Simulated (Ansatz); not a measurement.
Consider Rh in the fcc (Cu type) structure (space group Fm-3m, No. 225; a = 3.782 Å; relaxed with 0.1 eV smearing). Axes: x, y, z lie along the cube axes.

Level of theory: Ansatz (a first-principles code), PBEsol, PAW, cutoff 420 eV, spin-orbit coupling left out.

Before the change:

| Property | Value |
|---|---|
| Volume per atom | 13.52 Å³ |

Now apply this change: compressive biaxial strain of 2.50 % in the plane normal to [111], as in epitaxy on a mismatched substrate; the out-of-plane cell vector and the atoms relax.

**Question.** What happens to the energy relative to the base?

**Answer.** The energy grows by 37 meV/atom.

**Question.** Predict the new in-plane stress.

**Answer.** The mean in-plane stress (compression positive) is +18.8 GPa.

**Question.** What does the calculation give for the volume per atom after the change?

**Answer.** The volume per atom falls by 0.49 Å³ (13.52 Å³ → 13.03 Å³).

No phonon test of stability was made. The final runs are not spin-polarised.
